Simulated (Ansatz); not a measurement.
Input:

```
Co
1.0
    2.54118     0.00000     0.00000
    1.27059     2.20072     0.00000
    0.00000     0.00000     3.99327
Co
2
Direct
  0.33333   0.33333   0.75000
  0.66667   0.66667   0.25000
```

Spin-polarised, with starting moments of sign Co+ Co+.

Level of theory: DFT with PBE, PAW potentials and a 420 eV plane-wave cutoff in Ansatz (a program for electronic structure), without spin-orbit coupling. k-mesh 26×26×14 (Γ-centred); smearing 0.1 eV (Fermi–Dirac).

Predict the pressure and band gap.

The pressure (mean of the normal stresses, compression positive) is -5.2 GPa and the band gap is zero.

Other magnetic orders, which the real material may have, were not ruled out. The cells carry an imposed strain or load. Stability against distortions was not tested. The cell was made from Co in the hcp (Mg type) structure (space group P6_3/mmc, No. 194; ferromagnetic) by this change: biaxial strain +1.91 %, plane normal [001], relaxed out of plane.
